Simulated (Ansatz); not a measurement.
## Pressure series in Ti3AlN

Start from Ti3AlN in the anti-perovskite structure (space group Pm-3m, No. 221; a = 4.0861 Å; a cell from a computed database, its experimental status unchecked).

Cell and atoms are relaxed at each pressure.

The values are results of Ansatz (an electronic-structure program), PBEsol, PAW, cutoff 420 eV, no spin-orbit coupling, not measurements.

Two rows of this table had their results exchanged by mistake.

```
pressure          volume per atom (Å³)  shortest distance (Å)  band gap
----------------  --------------------  ---------------------  --------
pressure −2 GPa                  13.81                  2.051      zero
pressure −1 GPa                  13.11                  2.016      zero
pressure 0.3 GPa                 13.62                  2.042      zero
pressure 0.7 GPa                 13.59                  2.040      zero
pressure 1.5 GPa                 13.53                  2.037      zero
pressure 3 GPa                   13.42                  2.032      zero
pressure 5 GPa                   13.28                  2.025      zero
pressure 7.5 GPa                 13.72                  2.047      zero
pressure 10 GPa                  12.96                  2.008      zero
```

Question: Which two?

Answer: The rows for pressure −1 GPa and pressure 7.5 GPa: the volume has to fall steadily with pressure, so 13.72 Å³ belongs to pressure −1 GPa and 13.11 Å³ to pressure 7.5 GPa.

Load acts through the strain it causes; cell and atoms are relaxed under it. No phonon test of stability was made. Competing high-pressure phases were not computed. All final runs are without spin polarisation.
